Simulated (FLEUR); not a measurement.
**Convergence study of the basis cutoff for Pt (Fm-3m, 1 atom in the cell)**

```
CELL_PARAMETERS angstrom
      0.00000     1.95412     1.95412
      1.95412     0.00000     1.95412
      1.95412     1.95412     0.00000
ATOMIC_POSITIONS crystal
  Pt 0.00000 0.00000 0.00000
```

Method of the run: PBEsol, all-electron FLAPW (FLEUR), scalar-relativistic valence run with FLEUR.

Base settings: Kmax = 4.5 1/bohr; GmaxXC = 22.5 1/bohr; xcFunctional = PBEs; jspins = 1; l_soc = F; mode = hist; fermiSmearingEnergy = 0.00367493 Htr; mesh (inpgen div1-3) = 5 5 5; inpgen gamma flag = false; Gmax = 22.5 1/bohr.

Moved along: Gmax, GmaxXC.

The second cell is the first with its lattice scaled by 0.98.

The mesh stays at the base's, so the ladder's end is converged at best in this setting alone.

Only quantities that move along the ladder and can be compared are tabulated.

The starting cell has typed, rounded lattice constants, without a prior relaxation at this level. Its lattice was rescaled by up to half a per cent. Spin polarisation is off. Values depend on the basis (sphere radii, cutoffs, local orbitals), which need not be converged.

```tsv
Kmax	free energy less the last step's (meV/atom)	energy of the compressed cell less the first (meV/atom)
2.66 1/bohr	1872.13	148.63
2.85 1/bohr	966.09	82.34
3.02 1/bohr	515.95	82.05
3.18 1/bohr	294.93	101.63
3.34 1/bohr	165.68	92.21
3.49 1/bohr	80.47	101.44
3.76 1/bohr	31.04	99.42
4.02 1/bohr	11.38	102.00
4.27 1/bohr	4.61	102.90
4.5 1/bohr	2.23	103.34
4.72 1/bohr	1.45	103.27
4.93 1/bohr	0.98	103.27
5.23 1/bohr	0.62	103.14
5.51 1/bohr	0.41	102.97
5.95 1/bohr	0.00	102.52
```

Coarsest Kmax that holds the energy of the compressed cell less the first within 2 meV/atom of the last step, with all finer ones: 4.02 1/bohr; the step before is off by 3.1 meV/atom.

Coarsest Kmax that holds the free energy within 5 meV/atom of the last step, with all finer ones: 4.27 1/bohr; the step before is off by 11 meV/atom.

Two neighbours can agree and both be off: 2.85 1/bohr and 3.02 1/bohr differ by 0.29 meV/atom in the energy of the compressed cell less the first, yet lie about 20 meV/atom from the last step.
